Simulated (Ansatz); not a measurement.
Results of LDA (PAW; Ansatz, a program for electronic structure) for MoRu3 (P6₃/mmc, No. 194, 8 atoms in the cell; start mp-975834).

Numerical settings: plane-wave cutoff 520 eV, 12×12×14 k mesh (along the axes of the cell as run), Fermi–Dirac smearing 0.05 eV, no spin polarisation, scalar-relativistic PAW data made under PBE.

Cell (relaxed at this level):

```xyz
8
Lattice="5.4024 0.0000 0.0000 -2.7012 4.6787 0.0000 0.0000 0.0000 4.2837" Properties=species:S:1:pos:R:3 pbc="T T T"
Mo     2.7012     1.5596     1.0709
Mo     0.0000     3.1191     3.2128
Ru     4.0540     0.7785     3.2128
Ru    -1.3528     3.9001     1.0709
Ru     1.3528     3.9001     1.0709
Ru     1.3484     0.7785     3.2128
Ru     2.7012     3.1216     3.2128
Ru     0.0000     1.5570     1.0709
```

Task: Predict the bulk modulus.

Result: 
* **bulk modulus**: 345 GPa

Note: the run has no spin polarisation, so it can have missed a magnetic state; the bulk modulus is −V dP/dV from two relaxed cells at ±2 % in volume; the relaxation could not lower the start's symmetry, so the cell can be a saddle point above a distorted one.

The computed numbers hold no vibrational or temperature effects.

Computing time: about 6 core-minutes (a rough figure).

A start named mp-… is a Materials Project structure, which need not be a measured phase.
